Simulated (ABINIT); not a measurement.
Troubleshooting ABINIT: a failed run on Cs₂YCuBr₆ (Fm-3m, 10 atoms in the cell). The aim is a self-consistent single point with DFT, LDA (PW92), plane waves, PAW (JTH v2.0 LDA PAW).

Cell that was meant: a = 7.8839 Å, b = 7.8839 Å, c = 7.8839 Å, α = 60.00°, β = 60.00°, γ = 60.00°.

Part of the input:

```
         0.0000000000    0.7071067812    0.7071067812
         0.7071067812    0.0000000000    0.7071067812
         0.7071067812    0.7071067812   -0.0000000000
natoms 10
ntypat 4
znucl 55 39 29 35
typat 1 1 2 3 4 4 4 4 4 4
```

Log, with long lists cut:

```
             HAVE_FC_GAMMA            HAVE_FC_GETENV   HAVE_FC_IEEE_ARITHMETIC

   HAVE_FC_IEEE_EXCEPTIONS          HAVE_FC_INT_QUAD             HAVE_FC_IOMSG

     HAVE_FC_ISO_C_BINDING  HAVE_FC_ISO_FORTRAN_2008        HAVE_FC_LONG_LINES

        HAVE_FC_MOVE_ALLOC  HAVE_FC_ON_THE_FLY_SHAPE           HAVE_FC_PRIVATE

         HAVE_FC_PROTECTED           HAVE_FC_SHIFTLR         HAVE_FC_STREAM_IO

            HAVE_FC_SYSTEM                HAVE_FFTW3          HAVE_FORTRAN2003

                 HAVE_HDF5             HAVE_HDF5_MPI        HAVE_LIBPAW_ABINIT

      HAVE_LIBTETRA_ABINIT                HAVE_LIBXC                  HAVE_MPI

                 HAVE_MPI2         HAVE_MPI2_INPLACE       HAVE_MPI_IALLGATHER

       HAVE_MPI_IALLREDUCE        HAVE_MPI_IALLTOALL       HAVE_MPI_IALLTOALLV

           HAVE_MPI_IBCAST         HAVE_MPI_IGATHERV        HAVE_MPI_INTEGER16

               HAVE_MPI_IO HAVE_MPI_TYPE_CREATE_S...               HAVE_NETCDF

       HAVE_NETCDF_FORTRAN   HAVE_NETCDF_FORTRAN_MPI           HAVE_NETCDF_MPI

             HAVE_OS_LINUX         HAVE_TIMER_ABINIT
 ++++++++++++++++++++++++++++++++++++++++++++++++++++++++++++++++++++++++++++++

 Netcdf library supports MPI-IO
-instrng: 38 lines of input have been read from file run.abi

--- !ERROR
src_file: m_invars1.F90
src_line: 319
mpi_rank: 0
message: |
    Input natom must be defined, but was absent for dataset 0
    Action: check the input file.
...

 abinit_abort: decision taken to exit. Check above messages for more info
Abort(13) on node 0 (rank 0 in comm 0): application called MPI_Abort(MPI_COMM_WORLD, 13) - process 0

--- !ERROR
src_file: m_invars1.F90
src_line: 319
mpi_rank: 0
message: |
    Input natom must be defined, but was absent for dataset 0
    Action: check the input file.
...
```

Q: From the messages shown, name the fault and mend the input.

A: The fault is a keyword that the program does not know. The program does not know a key of this name. To fix it, use the program's own name for the key. The program stopped before any SCF iteration.

The sound input it was made from differs as follows (other fixes are possible):
```diff
-natoms 10
+natom 10
```

With that input, the run converged in 16 iterations: free energy E − TS -9820.33 eV; top of the valence band (on the code's own zero) 0.15 eV; gap on the k-point mesh 1.92 eV; pressure -3.66 GPa; largest force (vector length) 0.059 eV/Å (DFT, LDA (PW92), plane waves, PAW (JTH v2.0 LDA PAW)).

On the sound input: the starting cell comes from a database of computed structures (which also holds hypothetical and non-ambient phases and stackings), without a prior relaxation at this level. Its lattice was rescaled by a random factor within 2.5 % of one. With a pressure of about -4 GPa the cell is away from its equilibrium volume at this level.
